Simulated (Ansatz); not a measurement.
Given:

End structure of the (011) surface of MnP-type NiSi in its 1x1 cell (cut with top plane 2 Si, bottom plane 2 Si), outermost plane spacing 0.78 Å in the ideal cut:

```
CELL_PARAMETERS angstrom
      5.17513     0.00000     0.00000
      0.00000     6.54809     0.00000
      0.00000     0.00000    27.00000
ATOMIC_POSITIONS crystal
  Si 0.67161 0.17420 0.30950
  Si 0.82839 0.67420 0.30950
  Ni 0.99970 0.97433 0.33863
  Ni 0.50030 0.47433 0.33863
  Ni 0.51286 0.87583 0.34707
  Ni 0.98714 0.37583 0.34707
  Si 0.18259 0.67387 0.37324
  Si 0.31741 0.17387 0.37324
  Si 0.68588 0.40140 0.41239
  Si 0.81412 0.90140 0.41239
  Ni 0.00953 0.19871 0.44120
  Ni 0.49047 0.69871 0.44120
  Ni 0.50596 0.10946 0.45247
  Ni 0.99404 0.60946 0.45247
  Si 0.18174 0.90696 0.48200
  Si 0.31826 0.40696 0.48200
  Si 0.68174 0.64836 0.51800
  Si 0.81826 0.14836 0.51800
  Ni 0.00596 0.44587 0.54753
  Ni 0.49404 0.94587 0.54753
  Ni 0.50953 0.35661 0.55880
  Ni 0.99047 0.85661 0.55880
  Si 0.18588 0.15392 0.58761
  Si 0.31412 0.65392 0.58761
  Si 0.68259 0.88146 0.62676
  Si 0.81741 0.38146 0.62676
  Ni 0.01286 0.67949 0.65293
  Ni 0.48714 0.17949 0.65293
  Ni 0.49970 0.58100 0.66137
  Ni 0.00030 0.08100 0.66137
  Si 0.17161 0.38112 0.69050
  Si 0.32839 0.88112 0.69050
```

Set-up: 32 atoms, Ni16Si16, 10.6 Å thick at the start; mesh 7x6x1; 0.1 eV smearing; dipole correction on; all atoms relaxed; start symmetry kept, larger cells not searched; no spin (magnetic order not tried), no spin-orbit, no U.

Question: Predict the work function of the top face from PBE in Ansatz (a program for electronic structure).

Answer: 4.69 eV

Question: What is the computed surface energy (mean of both faces) (PBE)?

Answer: 1.56 J/m²
